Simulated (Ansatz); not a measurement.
Cubic perovskite CsCaF3, treated with BLYP in Ansatz (plane waves, PAW).

Numerical settings: plane-wave cutoff 520 eV, 8×8×8 k mesh, Fermi–Dirac smearing 0.01 eV, scalar-relativistic PAW data made under PBE.

Response to compression and expansion:

```json
[
 {"V (Å³/atom)": "18.586", "P (GPa)": "3.20", "direct gap at Γ (eV)": "7.299", "smallest gap on the k mesh (eV)": "7.275"},
 {"V (Å³/atom)": "18.981", "P (GPa)": "2.01", "direct gap at Γ (eV)": "7.171", "smallest gap on the k mesh (eV)": "7.134"},
 {"V (Å³/atom)": "19.377", "P (GPa)": "0.95", "direct gap at Γ (eV)": "7.049", "smallest gap on the k mesh (eV)": "6.999"},
 {"V (Å³/atom)": "19.772", "P (GPa)": "0.00", "direct gap at Γ (eV)": "6.931", "smallest gap on the k mesh (eV)": "6.871"},
 {"V (Å³/atom)": "20.168", "P (GPa)": "-0.84", "direct gap at Γ (eV)": "6.818", "smallest gap on the k mesh (eV)": "6.748"},
 {"V (Å³/atom)": "20.563", "P (GPa)": "-1.59", "direct gap at Γ (eV)": "6.710", "smallest gap on the k mesh (eV)": "6.631"},
 {"V (Å³/atom)": "20.959", "P (GPa)": "-2.26", "direct gap at Γ (eV)": "6.605", "smallest gap on the k mesh (eV)": "6.519"}
]
```

The fundamental gap (6.87 eV at the equilibrium volume, with added k points) lies elsewhere than Γ–Γ.

Note: the relaxation could not lower the start's symmetry, so the cell can be a saddle point above a distorted one.

Spin–orbit coupling is not included.

Ansatz is a quantum-chemistry and plane-wave program.
